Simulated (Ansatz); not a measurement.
For PtGe2 (model structure, started from the C49 type, Cmcm, No. 63, 6 atoms in the cell), PBEsol in Ansatz (PAW) gives:

```
Property                        Value
---------------------  --------------
volume per atom         16.71 Å³/atom
enthalpy of formation  -0.099 eV/atom
```

### Question
What does PBE-D3(BJ) (Ansatz, a first-principles code, plane waves, PAW) give for the same quantities?

### Answer

- equilibrium volume per atom: 16.78 Å³/atom (increases by 0.4 %)
- formation enthalpy: -0.095 eV/atom (moves by +0.004 eV/atom)

Changes are worked out from the printed values.

Unless a cell is named, each level is at its own relaxed cell (PBEsol 16.71, PBE-D3(BJ) 16.78 Å³/atom).

Levels without +SOC leave out spin–orbit coupling, which shifts energies and cells of such heavy elements.

Ansatz's density-functional and Hartree–Fock values are scalar-relativistic unless marked +SOC, with PAW data made under PBE.

A model structure was made by putting elements into a prototype or built by hand; it is no filed structure, need not be a known phase, and can be a saddle point held by its symmetry.
